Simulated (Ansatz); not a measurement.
# Nb, response to strain

The parent structure is Nb in the bcc (W type) structure (space group Im-3m, No. 229; relaxed with 0.1 eV smearing).

```yaml
crystal:
  lattice:
    - [-1.63646, 1.63646, 1.63646]
    - [1.63646, -1.63646, 1.63646]
    - [1.63646, 1.63646, -1.63646]
  atoms:
    - { symbol: Nb, position: [0.00000, 0.00000, 0.00000] }
```

Strains are applied to the cell and any free atomic positions relax.

The values are results of plane-wave PAW DFT at the PBEsol level (Ansatz, a quantum-chemistry and plane-wave program, 420 eV), no spin-orbit coupling, not measurements.

Notes on the quantities. energy relative to the base: free energy F.

```tsv
change	energy relative to the base	pressure	volume per atom
base	0 meV/atom	0.0 GPa	17.53 Å³
isotropic strain −3.00 %	+87 meV/atom	19.5 GPa	16.00 Å³
isotropic strain −2.50 %	+59 meV/atom	15.8 GPa	16.25 Å³
isotropic strain −1.50 %	+21 meV/atom	8.9 GPa	16.75 Å³
isotropic strain −1.00 %	+9.1 meV/atom	5.8 GPa	17.01 Å³
isotropic strain −0.50 %	+2.3 meV/atom	2.8 GPa	17.27 Å³
isotropic strain +0.50 %	+2.2 meV/atom	-2.6 GPa	17.79 Å³
isotropic strain +1.00 %	+8.7 meV/atom	-5.1 GPa	18.06 Å³
isotropic strain +1.50 %	+19 meV/atom	-7.4 GPa	18.33 Å³
isotropic strain +2.00 %	+34 meV/atom	-9.6 GPa	18.60 Å³
```

Stability against distortions was not tested. All final runs are without spin polarisation.
